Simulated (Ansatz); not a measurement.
Consider Mo vacancy in bcc Mo, neutral cell. Method: PBE, PAW (plane waves to 420 eV; Ansatz, a first-principles code).

Cell of 36 host sites held at the relaxed PBE lattice; a 2×2×3 k-point mesh shifted by half a step; Fermi-Dirac width 0.10 eV, spin-restricted; finite-size errors left in. No zero-point or tunnelling terms. Forms of the defect that were not tried may lie lower.

Barriers: single points on a 3×3×5 k-point mesh shifted by half a step at the bands' geometries.

Relaxed starting cell (atoms counted from 1):

```
CELL_PARAMETERS angstrom
      9.48245     0.00000     0.00000
      0.00000     9.48245     0.00000
      0.00000     0.00000     6.32164
ATOMIC_POSITIONS crystal
  Mo 0.99974 0.99989 0.50174
  Mo 0.99975 0.33043 0.00158
  Mo 0.99976 0.33184 0.50158
  Mo 0.99973 0.66936 0.00159
  Mo 0.99974 0.66800 0.50160
  Mo 0.33031 0.99989 0.00159
  Mo 0.33164 0.99990 0.50160
  Mo 0.33306 0.33319 0.00154
  Mo 0.33179 0.33194 0.50156
  Mo 0.33305 0.66658 0.00158
  Mo 0.33178 0.66786 0.50155
  Mo 0.66922 0.99990 0.00158
  Mo 0.66783 0.99990 0.50160
  Mo 0.66647 0.33319 0.00158
  Mo 0.66770 0.33194 0.50156
  Mo 0.66644 0.66659 0.00154
  Mo 0.66770 0.66785 0.50157
  Mo 0.16531 0.16550 0.24965
  Mo 0.16529 0.16542 0.75357
  Mo 0.16601 0.49991 0.25188
  Mo 0.16603 0.49988 0.75131
  Mo 0.16529 0.83437 0.24963
  Mo 0.16533 0.83428 0.75357
  Mo 0.49975 0.16616 0.25187
  Mo 0.49974 0.16617 0.75129
  Mo 0.49974 0.49989 0.25011
  Mo 0.49975 0.49988 0.75299
  Mo 0.49974 0.83363 0.25187
  Mo 0.49975 0.83361 0.75130
  Mo 0.83417 0.16545 0.24961
  Mo 0.83417 0.16549 0.75352
  Mo 0.83348 0.49989 0.25186
  Mo 0.83348 0.49990 0.75128
  Mo 0.83412 0.83430 0.24966
  Mo 0.83416 0.83433 0.75359
```

End state 1 differs by these moves (Å; atoms that move under 0.08 Å are left out):

```csv
atom,element,Δx,Δy,Δz
19,Mo,-1.56,-1.56,1.55
```

Question: Estimate the forward and backward barriers to end state 1 that PBE, PAW returns for this input.

Answer: forward 1.15 eV, backward 1.15 eV; at the saddle point atom 19 has neighbours 2 Mo at 2.66, Mo at 2.68, 2 Mo at 2.72, Mo at 2.75, 3 Mo at 3.23 Å. The saddle point's order was not checked, and it lies on a symmetry element of the cell, where a band can be held.
